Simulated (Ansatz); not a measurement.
SnSe (model structure, started from the 4H type, P6₃mc, No. 186, 8 atoms in the cell) was calculated with r²SCAN in Ansatz (PAW).

Numerical settings: plane-wave cutoff 560 eV, 12×12×4 k mesh (along the axes of the cell as run), Fermi–Dirac smearing 0.01 eV, scalar-relativistic PAW data made under PBE.

Cell (relaxed at this level):

```xyz
8
Lattice="5.0849 0.0000 0.0000 -2.5425 4.4037 0.0000 0.0000 0.0000 11.9068" Properties=species:S:1:pos:R:3 pbc="T T T"
Sn     0.0000     0.0000     0.2919
Sn     0.0000     0.0000     6.2454
Sn     2.5425     1.4679     9.2138
Sn     0.0000     2.9358     3.2604
Se     0.0000     0.0000     9.3463
Se     0.0000     0.0000     3.3928
Se     2.5425     1.4679     6.4576
Se     0.0000     2.9358     0.5041
```

Question: Predict the band gap, direct gap at Γ and bulk modulus B0.

Answer: 
- band gap: 0.68 eV (on the SCF k mesh)
- direct gap at Γ: 2.32 eV
- bulk modulus B0: 30.5 GPa

Note: the bulk modulus is −V dP/dV from two relaxed cells at ±2 % in volume; the relaxation could raise the start's symmetry but not lower it, so the cell can be a saddle point.

Spin–orbit coupling is not included.

Static lattice: no zero-point or thermal effects.

The result took very roughly 50 core-minutes.

A model structure was made by putting elements into a prototype or built by hand; it is no filed structure, need not be a known phase, and can be a saddle point held by its symmetry.

Ansatz is a quantum-chemistry and plane-wave program.
